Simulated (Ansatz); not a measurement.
# Be, response to strain

Start from Be in the hcp (Mg type) structure (space group P6_3/mmc, No. 194; a = 2.263 Å, c = 3.566 Å; relaxed with 0.1 eV smearing).

Strains are applied to the cell and any free atomic positions relax.

Level of theory: plane-wave PAW DFT at the PBE level (Ansatz, a program for electronic structure, 420 eV), scalar-relativistic without spin-orbit coupling.

Candidates:
(a) isotropic strain +1.50 %
(b) isotropic strain +2.50 %
(c) isotropic strain −3.00 %
(d) isotropic strain +2.00 %
(e) isotropic strain −2.50 %

Notes on the quantities. energy relative to the base: free energy F.

**Question.** Order them by energy relative to the base, lowest first.

**Answer.** (a) isotropic strain +1.50 % (+6.0 meV/atom), (d) isotropic strain +2.00 % (+10 meV/atom), (b) isotropic strain +2.50 % (+16 meV/atom), (e) isotropic strain −2.50 % (+18 meV/atom), (c) isotropic strain −3.00 % (+26 meV/atom)

Whether these cells are dynamically stable was not tested.
